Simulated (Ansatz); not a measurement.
Start from PbTe in the rock salt structure (space group Fm-3m, No. 225; a = 6.5343 Å). Axes: x, y, z lie along the cube axes.

All numbers come from r2SCAN, PAW, 500 eV (Ansatz, a quantum-chemistry and plane-wave program; no spin-orbit coupling).

For the base:

The smallest direct gap comes out as 1.09 eV. The pressure is 0.00 GPa and the band gap comes out as 1.09 eV.

One thing is altered: compressive biaxial strain of 1.67 % in the plane normal to [111], as in epitaxy on a mismatched substrate; the out-of-plane cell vector and the atoms relax.

### Question
Estimate the effect on the out-of-plane strain, smallest direct gap, pressure, energy relative to the base and band gap.

### Answer
The out-of-plane strain amounts to +1.71 %; the smallest direct gap decreases by 0.09 eV to 1.00 eV; the pressure (mean of the normal stresses, compression positive) goes from zero to 0.73 GPa; the energy increases by 3.9 meV/atom; the band gap decreases by 0.29 eV, from 1.09 eV to 0.80 eV.

Spin-orbit coupling, missing from the scalar runs, can matter with Pb and Te. Stability against distortions was not tested.
